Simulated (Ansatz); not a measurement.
Density of states of Cs₂MgFeC₆N₆ (Fm-3m, 16 atoms in the cell).

```yaml
crystal:
  lattice:
    - [0.00000, 5.23745, 5.23745]
    - [5.23745, 0.00000, 5.23745]
    - [5.23745, 5.23745, 0.00000]
  atoms:
    - { symbol: Cs, position: [0.25000, 0.25000, 0.25000] }
    - { symbol: Cs, position: [0.75000, 0.75000, 0.75000] }
    - { symbol: Mg, position: [0.50000, 0.50000, 0.50000] }
    - { symbol: Fe, position: [0.00000, 0.00000, 0.00000] }
    - { symbol: C, position: [0.82026, 0.17974, 0.82026] }
    - { symbol: C, position: [0.17974, 0.82026, 0.17974] }
    - { symbol: C, position: [0.82026, 0.17974, 0.17974] }
    - { symbol: C, position: [0.17974, 0.82026, 0.82026] }
    - { symbol: C, position: [0.82026, 0.82026, 0.17974] }
    - { symbol: C, position: [0.17974, 0.17974, 0.82026] }
    - { symbol: N, position: [0.70755, 0.70755, 0.29245] }
    - { symbol: N, position: [0.29245, 0.29245, 0.70755] }
    - { symbol: N, position: [0.29245, 0.70755, 0.70755] }
    - { symbol: N, position: [0.70755, 0.29245, 0.29245] }
    - { symbol: N, position: [0.70755, 0.29245, 0.70755] }
    - { symbol: N, position: [0.29245, 0.70755, 0.29245] }
```

Method of the run: r2SCAN, default PAW files made with PBE (plane waves; Ansatz, an electronic-structure program).

SCF settings: kpoints.mp_grid.grid = 3 3 3; hamiltonian.xc = r2scan; hamiltonian.pseudopotentials = {kind: paw} (the program's default PAW files); scf.occupations.method = gaussian; scf.occupations.width = 0.05 eV. Keys of the DOS step: output.dos.nscf_kmesh.grid = 6 6 6.

The starting cell comes from a database of computed structures (which also holds hypothetical and non-ambient phases and stackings), without a prior relaxation at this level.

Total DOS (both spins), as means of the tabulated values in each energy bin; the zero is the program's Fermi level or highest filled level, and the curve is cut to this window:

(E (eV), states/eV/cell): (-7.80, 0.48); (-7.40, 1.63); (-7.00, 4.42); (-6.60, 13.4); (-6.20, 17.2); (-5.80, 7.86); (-5.40, 16.6); (-5.00, 12.7); (-4.60, 10.7); (-4.20, 4.88); (-3.80, 0.00); (-3.40, 0.00); (-3.00, 0.00); (-2.60, 11.1); (-2.20, 3.93); (-1.80, 0.00); (-1.40, 0.00); (-1.00, 0.00); (-0.60, 0.00); (-0.20, 0.00); (0.20, 0.00); (0.60, 0.00); (1.00, 0.00); (1.40, 0.00); (1.80, 0.00); (2.20, 1.89); (2.60, 19.9); (3.00, 14.7); (3.40, 8.61); (3.80, 13.0); (4.20, 10.3); (4.60, 8.93); (5.00, 2.08); (5.40, 0.60)

The gap on the SCF mesh is 4.65 eV.

Keys are those of Ansatz 0.2.
